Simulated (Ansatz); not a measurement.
Input and output of a self-consistent single point for Zn (P6_3/mmc, 2 atoms in the cell) (Ansatz, a program for electronic structure).

Level of theory: LDA (PW92), default PAW files made with PBE (plane waves; Ansatz).

```yaml
crystal:
  lattice:
    - [1.33000, -2.30363, 0.00000]
    - [1.33000, 2.30363, 0.00000]
    - [0.00000, 0.00000, 4.95000]
  atoms:
    - { symbol: Zn, position: [0.33333, 0.66667, 0.25000] }
    - { symbol: Zn, position: [0.66667, 0.33333, 0.75000] }
```

Reference input (self-consistent single point, DFT, PBE, plane waves, default PAW files): kpoints.mp_grid.grid = 14 14 7; hamiltonian.xc = pbe; hamiltonian.pseudopotentials = {kind: paw} (the program's default PAW files); scf.occupations.method = fermi_dirac; scf.occupations.width = 0.05 eV. This run's input differs from it in these lines:

Ansatz 0.2 input:
```diff
@@ -11,3 +11,3 @@
 hamiltonian:
-  xc: pbe
+  xc: lda
   pseudopotentials: { kind: paw }
```

Output (repeated stretches shortened):

```
SCF iter   1: F=—  HF=-6492.412076 eV  |F-HF|=—  |Δ(HF+E_count)|=         —  Δρ=5.47e-3  dr2=3.18e-3  ethr=1.77e-3  ⟨swp⟩=5.2  Hψ=7639  notcnv=0
all-band conjugate gradients solve this SCF's bands
preconditioner: auto → none
SCF iter   2: F=—  HF=-6492.411562 eV  |F-HF|=—  |Δ(HF+E_count)|=   5.14e-4  Δρ=1.68e-3  dr2=4.94e-4  ethr=1.32e-5  ⟨swp⟩=2.0  Hψ=3769  notcnv=0  defer=1
SCF iter   3: F=—  HF=-6492.411463 eV  |F-HF|=—  |Δ(HF+E_count)|=   9.86e-5  Δρ=1.45e-3  dr2=2.26e-4  ethr=2.06e-6  ⟨swp⟩=2.0  Hψ=2524  notcnv=0  defer=1
SCF iter   4: F=—  HF=-6492.411437 eV  |F-HF|=—  |Δ(HF+E_count)|=   2.61e-5  Δρ=1.33e-4  dr2=1.98e-6  ethr=9.43e-7  ⟨swp⟩=2.8  Hψ=2730  notcnv=0  defer=1
SCF iter   5: F=—  HF=-6492.411438 eV  |F-HF|=—  |Δ(HF+E_count)|=   6.12e-7  Δρ=2.95e-5  dr2=1.12e-7  ethr=8.24e-9  ⟨swp⟩=2.0  Hψ=2586  notcnv=0  defer=1
SCF iter   6: F=-6492.411438 eV  HF=-6492.411438 eV  |F-HF|=1.41e-8  |Δ(HF+E_count)|=   1.99e-7  Δρ=1.10e-5  dr2=1.93e-8  ethr=4.17e-10  ⟨swp⟩=5.0  Hψ=6289  notcnv=0
SCF 1 converged in 6 iterations: F = -6492.411438 eV  dr2 = 1.93e-8
Free energy (F): -6492.411438 eV
Internal energy: -6492.406314 eV  (E = F + TS)
E sigma→0 (E₀):  -6492.408876 eV
Entropy (-TS):   -0.005124 eV (-2.562 meV/atom)
Fermi energy:    10.646326 eV
--- Forces (eV/Å), atoms counted from 1 ---
  atom   1  Zn    -0.00000000     0.00000000     0.00000000
  atom   2  Zn     0.00000000    -0.00000000     0.00000000
--- Stress (GPa, compression-positive) ---
       -9.155617      -0.000000       0.000000
        0.000000      -9.155617       0.000000
        0.000000       0.000000      -7.560724
  P = ⅓ Tr σ = -8.6240 GPa (-86.240 kbar)
  The stress holds the Pulay correction. Without it, at fixed plane waves, as pw.x and ABINIT print it: P = -8.6810 GPa
```

The run converged in 6 iterations. Against the reference run the pressure goes from -0.07 to -8.62 GPa.

The starting cell has typed, rounded lattice constants, without a prior relaxation at this level. With a pressure of about -9 GPa the cell is away from its equilibrium volume at this level. Ansatz's pressure includes its estimate of the finite-basis (Pulay) stress.
